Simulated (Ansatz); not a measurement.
Band structure of Al₃Ir (P6_3/mmc, 8 atoms in the cell).

```
CELL_PARAMETERS angstrom
      4.37347     0.00000     0.00000
     -2.18673     3.78753     0.00000
      0.00000     0.00000     7.92811
ATOMIC_POSITIONS crystal
  Al 0.00000 0.00000 0.25000
  Al 0.00000 0.00000 0.75000
  Al 0.33333 0.66667 0.57989
  Al 0.66667 0.33333 0.42011
  Al 0.66667 0.33333 0.07989
  Al 0.33333 0.66667 0.92011
  Ir 0.33333 0.66667 0.25000
  Ir 0.66667 0.33333 0.75000
```

Level of theory: PBEsol, PAW files made with PBE (plane waves; Ansatz, a first-principles code).

Settings: kpoints.mp_grid.grid = 7 7 4; hamiltonian.xc = pbesol; hamiltonian.pseudopotentials = {kind: paw} (an earlier, softer set of the program's PAW files); scf.occupations.method = gaussian; scf.occupations.width = 0.136 eV; kpoints.band_path.npoints = 8.

The starting cell comes from a database of computed structures (which also holds hypothetical and non-ambient phases and stackings), without a prior relaxation at this level. Its lattice was rescaled by a random factor within 2.5 % of one. Spin-orbit coupling is off. Spin polarisation is off.

Levels in eV from the Fermi level, bands 23 to 30:
| point | 23 | 24 | 25 | 26 | 27 | 28 | 29 | 30 |
|---|---|---|---|---|---|---|---|---|
| Γ | -0.45 | -0.45 | 0.14 | 0.70 | 1.47 | 1.47 | 2.38 | 2.39 |
| M | -3.19 | -3.10 | -1.53 | -1.45 | -0.14 | 0.88 | 2.24 | 2.33 |
| K | -2.76 | -2.31 | -2.19 | -2.19 | -0.23 | 2.86 | 3.03 | 3.03 |
| A | 0.17 | 0.17 | 0.17 | 0.17 | 0.28 | 0.28 | 2.71 | 2.71 |
| L | -2.83 | -2.83 | -2.14 | -2.14 | 0.43 | 0.43 | 1.18 | 1.18 |
| H | -2.56 | -2.56 | -2.12 | -2.12 | 0.66 | 0.66 | 1.21 | 1.21 |

Bands cross the Fermi level along this path, so the cell is metallic at this level.

Keys are those of Ansatz 0.2.
